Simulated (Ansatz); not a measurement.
Effect of isotropic strain −3.00 % on BeSe

The parent structure is BeSe in the zinc blende structure (space group F-43m, No. 216; a = 5.178 Å).

The change: every lattice vector is shortened by 3.00 %; the atoms relax in the strained cell.

All numbers come from Ansatz (a first-principles code), PBE, PAW, cutoff 420 eV, spin-orbit coupling left out. Γ-centred 11×11×11 mesh, Fermi–Dirac width 0.05 eV.

Volume per atom: 15.83 Å³ (base 17.35 Å³)
Space group: F-43m (No. 216) (base F-43m (No. 216))
Shortest interatomic distance: 2.175 Å (base 2.242 Å)
Energy relative to the base (free energy F): +36 meV/atom
Pressure: 8.21 GPa (base 0.01 GPa)
Band gap: 2.47 eV (base 2.67 eV)
Gap character: indirect, Γ → X (base indirect, Γ → X)
Smallest direct gap: 4.88 eV (base 4.22 eV)
Mean gap deformation potential ΔEg/Δln V: +2.3 eV
Electron mass: 0.85 mₑ along k, 0.26 mₑ across (at X) (base 0.90 mₑ along k, 0.27 mₑ across (at X))
Hole mass (degenerate bands, along [100]): 0.25, 0.43, 0.43 mₑ (at Γ) (base 0.24, 0.48, 0.48 mₑ (at Γ))

Final structure:

```
BeSe
1.0
    0.00000     2.51112     2.51112
    2.51112     0.00000     2.51112
    2.51112     2.51112     0.00000
Be Se
1 1
Cartesian
  0.00000   0.00000   0.00000
  1.25556   1.25556   1.25556
```

Cost of the whole job for the changed cell (relaxation, final SCF and bands): roughly 5 core-seconds.

Effective masses come from finite differences of ±0.01 Å⁻¹. Along k means along the line from Γ to the band edge. No phonon test of stability was made.
